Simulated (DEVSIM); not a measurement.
Structure: TaN/SiO2/p-Si capacitor, at 250 K.

Layer 1 from the left is SiO2, thickness (nm) 3.00. Layer 2 from the left is Si, thickness (nm) 790, Na (cm⁻³) 5.3e17.

Metal gate on the left, work function 4.4 eV. Fixed charge at the semiconductor interface -1.65e12 cm⁻² (in units of +e); interface traps 6.7e10 cm⁻² eV⁻¹, uniform in energy, neutral level at 0.3 of the gap above the valence band.

This is a model device: material constants are rounded textbook-type values typed into the input, and sizes, dopings and lifetimes were drawn at random. Values at 300 K; Nc and Nv go as T^1.5, mobilities as T to minus their exponent, the gap by Varshni's rule with the affinity fixed.

SiO2: gap (eV) 9, affinity (eV) 0.9, permittivity 3.9. Si: gap (eV) 1.124, affinity (eV) 4.05, permittivity 11.7, Nc (cm⁻³) 2.86e19, Nv (cm⁻³) 3.1e19, Varshni α (eV/K) 0.000473, Varshni β (K) 636.

Simulated with DEVSIM: 1D Poisson equation in equilibrium, Boltzmann statistics, complete ionisation; no quantum confinement or tunnelling. Metal contacts follow the ideal Schottky-Mott rule: no Fermi-level pinning, no interface dipoles.

Problem. What does the simulation give for the flat-band voltage, the minimum of the low-frequency capacitance, the threshold voltage (band bending 2φF)?

Solution. flat-band voltage -0.48 V; minimum of the low-frequency capacitance 0.201 μF/cm²; threshold voltage (band bending 2φF) 0.86 V.
